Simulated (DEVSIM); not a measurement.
Device: Ni/SiO2/n-Si capacitor, at 250 K.

| layer (left to right) | material | thickness (nm) | Nd (cm⁻³) |
|---|---|---|---|
| 1 | SiO2 | 4.60 | - |
| 2 | Si | 1000 | 3.1e17 |

Metal gate on the left, work function 5.1 eV. Fixed charge at the semiconductor interface -1.2e10 cm⁻² (in units of +e); no interface traps.

The device is made up for the run: typed textbook-type constants, with dimensions and the other settings drawn at random. Values at 300 K; Nc and Nv go as T^1.5, mobilities as T to minus their exponent, the gap by Varshni's rule with the affinity fixed.

```csv
parameter,SiO2,Si
gap (eV),9,1.124
affinity (eV),0.9,4.05
permittivity,3.9,11.7
Nc (cm⁻³),-,2.86e19
Nv (cm⁻³),-,3.1e19
Varshni α (eV/K),-,0.000473
Varshni β (K),-,636
```

Model (solved in DEVSIM): 1D Poisson equation in equilibrium, Boltzmann statistics, complete ionisation; no quantum confinement or tunnelling. Metal contacts follow the ideal Schottky-Mott rule: no Fermi-level pinning, no interface dipoles.

The gate work function was swept, all else fixed.

```tsv
gate work function (eV)	threshold voltage (band bending 2φF) (V)	flat-band voltage (V)
4.8	-0.71	0.66
4.95	-0.56	0.81
5.1	-0.41	0.96
5.25	-0.26	1.11
5.4	-0.11	1.26
```

From the first row to the last the threshold voltage (band bending 2φF) goes from -0.71 to -0.11. From the first row to the last the flat-band voltage goes from 0.66 to 1.26.
